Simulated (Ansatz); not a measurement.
Cubic perovskite CsPbBr3 (cubic high-temperature phase)

Method: rVV10 in Ansatz (plane waves, PAW).

Numerical settings: plane-wave cutoff 500 eV, 6×6×6 k mesh, gaussian smearing 0.02 eV, scalar-relativistic PAW data made under PBE.

Cell (relaxed at this level):

```
CELL_PARAMETERS angstrom
      5.93810     0.00000     0.00000
      0.00000     5.93810     0.00000
      0.00000     0.00000     5.93810
ATOMIC_POSITIONS crystal
  Cs 0.00000 0.00000 0.00000
  Pb 0.50000 0.50000 0.50000
  Br 0.50000 0.00000 0.50000
  Br 0.00000 0.50000 0.50000
  Br 0.50000 0.50000 0.00000
```

```yaml
band_gap: 1.57 eV (on the SCF k mesh)
```

Note: the relaxation could not lower the start's symmetry, so the cell can be a saddle point above a distorted one.

Spin–orbit coupling is not included; with these elements it can move the gap by several tenths of an eV or more.

Computed values are for the static lattice.

Computing time: roughly 60 core-seconds.

Ansatz is a program for electronic structure.
